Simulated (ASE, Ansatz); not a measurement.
One thermal frame of composition CaAl2(SiO4)2, cell Ca6Al12Si12O48, held well above this temperature first, at a temperature that wasn't checked against the liquidus, so perhaps supercooled [in the CHGNet run: some atoms moved, others hardly; mean temperature 1647 K (target 1650 K); density 2.37 g/cm³, volume +7 % from the start cell's], 1650 K, computed in Ansatz (plane waves, PAW) at several levels on the same positions and k-sampling (Γ only); no spin polarisation or spin-orbit coupling.

Warnings of the HSE06 run: stress exchange threshold loose, stress scf threshold loose. Warnings of the PBE0 run: stress exchange threshold loose, stress scf threshold loose. 

The frame comes from MD with CHGNet (ASE). The base level is PBE (cutoff 420 eV), whose static pressure on this k-sampling is -1.3 GPa. On the run's last frame a denser k-mesh moved the forces by 0.005 eV/Å rms, the static pressure by 0.00 GPa and the free energy by -1 meV/atom, which is about how far such values are converged. That check is the base level's; hybrids converge more slowly with the size of the cell. Differences between levels on one k-sampling err less than the absolute values. Cutoffs of the other levels: 500 eV for r2SCAN, the files' default (420 eV for most) otherwise. Volume per atom 14.96 Å³.

```csv
level,static pressure less the base's (GPa),rms force change from the base (eV/Å),gap at the supercell's Γ (eV),cost
PBE,0,0,2.13,(base)
r2SCAN,?,0.20,2.65,very roughly 80 core-seconds
HSE06,?,?,?,about 6 core-minutes (a rough figure)
PBEsol,?,0.06,?,about 23 core-seconds (a rough figure)
LDA,?,0.19,?,very roughly 20 core-seconds
PBE0,?,?,4.41,around 6 core-minutes (rough)
```

Task: Some entries are withheld; supply them.

Result: 
- r2SCAN, static pressure less the base's (GPa): -3.9
- HSE06, static pressure less the base's (GPa): -4.1
- HSE06, rms force change from the base (eV/Å): 0.25
- HSE06, gap at the supercell's Γ (eV): 3.64
- PBEsol, static pressure less the base's (GPa): -2.6
- PBEsol, gap at the supercell's Γ (eV): 2.09
- LDA, static pressure less the base's (GPa): -6.1
- LDA, gap at the supercell's Γ (eV): 2.03
- PBE0, static pressure less the base's (GPa): -4.2
- PBE0, rms force change from the base (eV/Å): 0.26

Ansatz is an electronic-structure program.
